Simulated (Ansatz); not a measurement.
The parent structure is P (space group R-3m, No. 166; a = 3.441 Å, c = 8.785 Å (hexagonal axes); a cell from a computed database, its experimental status unchecked).

Computed with PBEsol in Ansatz (plane waves to 420 eV, PAW, without spin-orbit coupling).

One change was made to it. Results:

The c/a ratio falls by 0.0037 to 2.550; the band gap remains zero; the lattice parameter a falls by 0.003 Å (3.441 Å → 3.438 Å).

Which of these changes matches the shifts?
A) pressure −1 GPa
B) pressure 1.5 GPa
C) pressure 3 GPa
D) pressure 5 GPa
E) pressure 0.3 GPa

E, pressure 0.3 GPa. For comparison, the lattice parameter a in the other runs: pressure 3 GPa gives 3.411 Å; pressure 5 GPa gives 3.393 Å; pressure −1 GPa gives 3.452 Å; pressure 1.5 GPa gives 3.426 Å.

Load acts through the strain it causes; cell and atoms are relaxed under it. No phonon test of stability was made. Competing high-pressure phases were not computed. This is not the structure that P has at room temperature and ambient pressure.

Ansatz is an electronic-structure program.
